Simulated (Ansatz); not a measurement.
Ansatz (a first-principles code) run on YCu2Ge2 (I4/mmm, 5 atoms in the cell): zone-centre phonon calculation.

Method: LDA (PW92), default PAW files made with PBE (plane waves; Ansatz).

```
CELL_PARAMETERS angstrom
     -2.00931     2.00931     5.12180
      2.00931    -2.00931     5.12180
      2.00931     2.00931    -5.12180
ATOMIC_POSITIONS crystal
  Y  0.00000 0.00000 0.00000
  Cu 0.75000 0.25000 0.50000
  Cu 0.25000 0.75000 0.50000
  Ge 0.61934 0.61934 0.00000
  Ge 0.38066 0.38066 0.00000
```

Reference input (self-consistent single point, DFT, LDA (PW92), plane waves, default PAW files made with PBE): basis.ecutwfc = 420 eV; kpoints.mp_grid.grid = 8 8 8; hamiltonian.xc = lda; hamiltonian.pseudopotentials = {kind: paw} (the program's default PAW files); scf.occupations.method = gaussian; scf.occupations.width = 0.1 eV. This run's input differs from it in these lines:

```diff
@@ -24,6 +24,4 @@
     width: 0.1
-output:
-  forces: true
-  eigenvalues: true
-  stress: true
+phonons:
+  method: dfpt
```

Log, with long lists cut:

```
SCF iter   1: F=—  HF=-25291.284888 eV  |F-HF|=—  |Δ(HF+E_count)|=         —  Δρ=1.09e-2  dr2=4.49e-2  ethr=1.77e-3  ⟨swp⟩=5.9  Hψ=14829  notcnv=0  defer=2
all-band conjugate gradients solve this SCF's bands
preconditioner: auto → Kerker (q_TF=auto, 2.696 Å⁻¹)
SCF iter   2: F=—  HF=-25291.273800 eV  |F-HF|=—  |Δ(HF+E_count)|=   1.11e-2  Δρ=3.04e-3  dr2=9.89e-3  ethr=5.83e-5  ⟨swp⟩=2.7  Hψ=8693  notcnv=0  defer=28
   [... lines left out ...]
SCF iter   9: F=—  HF=-25291.271353 eV  |F-HF|=—  |Δ(HF+E_count)|=   1.19e-9  Δρ=1.76e-6  dr2=3.17e-9  ethr=2.91e-11  ⟨swp⟩=2.0  Hψ=5714  notcnv=0  defer=28
SCF iter  10: F=—  HF=-25291.271353 eV  |F-HF|=—  |Δ(HF+E_count)|=  5.97e-10  Δρ=2.88e-7  dr2=8.09e-11  ethr=4.11e-12  ⟨swp⟩=2.0  Hψ=7083  notcnv=0  defer=28
SCF iter  11: F=—  HF=-25291.271353 eV  |F-HF|=—  |Δ(HF+E_count)|=  1.09e-11  Δρ=9.97e-8  dr2=1.10e-11  ethr=1.00e-12  ⟨swp⟩=8.9  Hψ=20646  notcnv=0
SCF iter  12: F=-25291.271353 eV  HF=-25291.271353 eV  |F-HF|=3.64e-12  |Δ(HF+E_count)|=  3.64e-12  Δρ=6.22e-8  dr2=2.06e-12  ethr=1.00e-12  ⟨swp⟩=4.7  Hψ=15438  notcnv=0
SCF 1 converged in 12 iterations: F = -25291.271353 eV  dr2 = 2.06e-12
DFPT response loops at Γ: preconditioner auto → Kerker (q_TF=auto, 2.696 Å⁻¹) (partly filled bands, converged f_vac=0.000) …
Free energy (F): -25291.271353 eV
Internal energy: -25291.261922 eV  (E = F + TS)
E sigma→0 (E₀):  -25291.266637 eV
Entropy (-TS):   -0.009432 eV (-1.886 meV/atom)
Fermi energy:    13.672054 eV
--- Phonons (Γ-DFPT): 6 representative perturbations + reference, on 95 of 512 k-points (Σ response iterations 24) ---
  k mesh reduced under 4 symmetry operations, with k and −k counted as one. Each operation leaves every solved displacement unchanged or reverses it
  ASR residual: 2.245e-4 → 0.000e0 eV/Å²; symmetrization residual: 1.823e-5 eV/Å²
  ASR residual per site (eV/Å²): 1.42e-4 2.25e-4 2.25e-4 6.36e-6 6.36e-6
  Γ frequencies (cm⁻¹): 0.00 0.00 0.00 55.55 55.55 109.32 129.98 135.99 135.99 197.71 207.59 207.59 216.47 216.47 258.15
  non-analytic LO–TO correction: not included (Born effective charges unavailable; polar crystals: no LO–TO splitting at Γ)
```

The run converged in 12 iterations. 

Summary of the result:
- Free energy E − TS (on the zero of these files) = -25291.2714 eV
- Fermi level (on the code's own zero) = 13.67 eV
- Zone-centre frequencies (cm⁻¹; negative means imaginary) = 0, 0, 0, 56, 56, 109, 130, 136, 136, 198, 208, 208, 216, 216, 258

The starting cell comes from a database of computed structures (which also holds hypothetical and non-ambient phases and stackings), without a prior relaxation at this level. Its lattice was rescaled by up to half a per cent. Spin polarisation is off.

Cost on one core of a shared machine: roughly 6 min.

Keys are those of Ansatz 0.2.
